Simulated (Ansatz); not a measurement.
# Fe3Si (Fm-3m, No. 225, 4 atoms in the cell; start mp-2199)

Level of theory: LDA (PAW; Ansatz, a program for electronic structure).

Numerical settings: plane-wave cutoff 520 eV, 18×18×18 k mesh, Fermi–Dirac smearing 0.05 eV, spin-polarised start, scalar-relativistic PAW data made under PBE.

Cell (relaxed at this level):

Fe$_{3}$Si has the cubic space group Fm-3m (No. 225), Pearson symbol cF16. Cell: a = b = c = 5.4610 Å, α = β = γ = 90.00°. Fe1 on 8c is coordinated by 4 Si at 2.365 Å and 4 Fe at 2.365 Å and 6 Fe at 2.730 Å. Fe2 on 4b has 8 Fe at 2.365 Å and 6 Si at 2.730 Å. Si on 4a is coordinated by 8 Fe at 2.365 Å and 6 Fe at 2.730 Å. (Neighbours: up to the widest gap in distance over summed covalent radii, below 1.35, at either atom; cation-cation and far metal-metal contacts left out.)
(The calculation used a cell of 4 atoms; values per cell refer to that cell.)

```yaml
band_gap: zero (no gap)
bulk_modulus: 266 GPa
```

Note: the magnetic order was assumed, not searched for or taken from measurement; the relaxation could not lower the start's symmetry, so the cell can be a saddle point above a distorted one; the bulk modulus is −V dP/dV from two relaxed cells at ±2 % in volume.

Static lattice: no zero-point or thermal effects.

A start named mp-… is a Materials Project structure, which need not be a measured phase.
